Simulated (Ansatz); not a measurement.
# Converging shifted k-point meshes: CsPbBr3 (P4mm, 5 atoms in the cell)

```yaml
crystal:
  lattice:
    - [5.84065, 0.00000, 0.00000]
    - [0.00000, 5.84065, 0.00000]
    - [0.00000, 0.00000, 5.84065]
  atoms:
    - { symbol: Cs, position: [0.00000, 0.00000, 0.00856] }
    - { symbol: Pb, position: [0.50000, 0.50000, 0.50000] }
    - { symbol: Br, position: [0.50000, 0.00000, 0.50000] }
    - { symbol: Br, position: [0.00000, 0.50000, 0.50000] }
    - { symbol: Br, position: [0.50000, 0.50000, 0.00000] }
```

Computed with LDA (PW92), default PAW files made with PBE (plane waves; Ansatz, an electronic-structure program).

Base settings: basis.ecutwfc = 30.9 Ry; kpoints.mp_grid.grid = 4 4 4; hamiltonian.xc = lda; hamiltonian.pseudopotentials = {kind: paw} (the program's default PAW files); scf.occupations.method = fermi_dirac; scf.occupations.width = 0.0007 Ry.

In this ladder: kpoints.mp_grid.shift = 0.5 0.5 0.5.

Shifted meshes do not hold Γ, so a gap read on them misses any band edge there.

Only quantities that move along the ladder and can be compared are tabulated.

The count of work is k-points × plane waves × bands × iterations; it is no time. 

The starting cell has typed, rounded lattice constants, without a prior relaxation at this level. Its lattice was rescaled by up to half a per cent. One atom was moved a little off its site on purpose. Spin-orbit coupling is off. Ansatz's pressure includes its estimate of the finite-basis (Pulay) stress.

```tsv
kpoints.mp_grid.grid	free energy less the last step's (meV/atom)	pressure (GPa)	largest difference of a force vector from the last step's (eV/Å)	gap on the mesh (eV)	count of work / last
1 1 1	1676.85	10.25	0.022	0.658	0.012
2 2 2	-119.75	-1.86	0.001	5.513	0.0079
3 3 3	30.56	-0.47	0.001	1.298	0.048
4 4 4	-7.67	-0.99	0.000	3.019	0.048
5 5 5	2.54	-0.82	0.000	1.323	0.14
6 6 6	-0.83	-0.89	0.000	2.213	0.14
7 7 7	0.31	-0.86	0.000	1.326	0.32
8 8 8	-0.11	-0.87	0.000	1.869	0.32
9 9 9	0.05	-0.87	0.000	1.327	0.60
10 10 10	-0.02	-0.87	0.000	1.691	0.60
11 11 11	0.01	-0.87	0.000	1.327	1.0
12 12 12	0.00	-0.87	0.000	1.588	1.0
```

Coarsest kpoints.mp_grid.grid that holds the forces within 0.01 eV/Å of the last step, with all finer ones: 2 2 2, at 0.0079 of the last step's count of work; the step before is off by 0.022 eV/Å.

Coarsest kpoints.mp_grid.grid that holds the pressure within 0.5 GPa of the last step, with all finer ones: 3 3 3, at 0.048 of the last step's count of work; the step before is off by 0.99 GPa.

Coarsest kpoints.mp_grid.grid that holds the free energy within 2 meV/atom of the last step, with all finer ones: 6 6 6, at 0.14 of the last step's count of work; the step before is off by 2.5 meV/atom.

The gap on the mesh jumps up and down from mesh to mesh; it is no smooth measure of convergence.

Keys are those of Ansatz 0.2.
